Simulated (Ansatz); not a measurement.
The reference is CsLiBr₂ (space group P4/nmm, No. 129; a cell from a computed database, its experimental status unchecked).

```yaml
crystal:
  lattice:
    - [5.18737, 0.00000, 0.00000]
    - [0.00000, 5.18737, 0.00000]
    - [0.00000, 0.00000, 9.94298]
  atoms:
    - { symbol: Cs, position: [0.00000, 0.50000, 0.29959] }
    - { symbol: Cs, position: [0.50000, 0.00000, 0.70041] }
    - { symbol: Li, position: [0.50000, 0.00000, 0.08368] }
    - { symbol: Li, position: [0.00000, 0.50000, 0.91632] }
    - { symbol: Br, position: [0.00000, 0.50000, 0.66542] }
    - { symbol: Br, position: [0.50000, 0.00000, 0.33458] }
    - { symbol: Br, position: [0.00000, 0.00000, 0.00000] }
    - { symbol: Br, position: [0.50000, 0.50000, 0.00000] }
```

Cartesian axes are those of the cell as printed.

Method: r2SCAN (Ansatz, a first-principles code, PAW, without spin-orbit coupling), earlier PAW set.

Now apply this change: an isotropic linear strain of −2.99 %; the atoms relax in the strained cell.

### Question
Predict the stress tensor and what it implies for the stiffness.

### Answer
Stress of the strained cell less that of the base (GPa, compression positive):
```
   1.98    0.00    0.00
   0.00    1.98    0.00
   0.00    0.00    1.60
```

Then B = −ΔP/(ΔV/V₀) with ΔV/V₀ = -0.0870 gives secant stiffness values (nonlinear terms included at this strain): B (at held cell shape, above the free-shape value) ≈ 21 GPa.

As a check, the harmonic strain energy −½ V₀ Δσ:ε is 17 meV/atom; the computed energy rise is 15 meV/atom.

Whether these cells are dynamically stable was not tested.
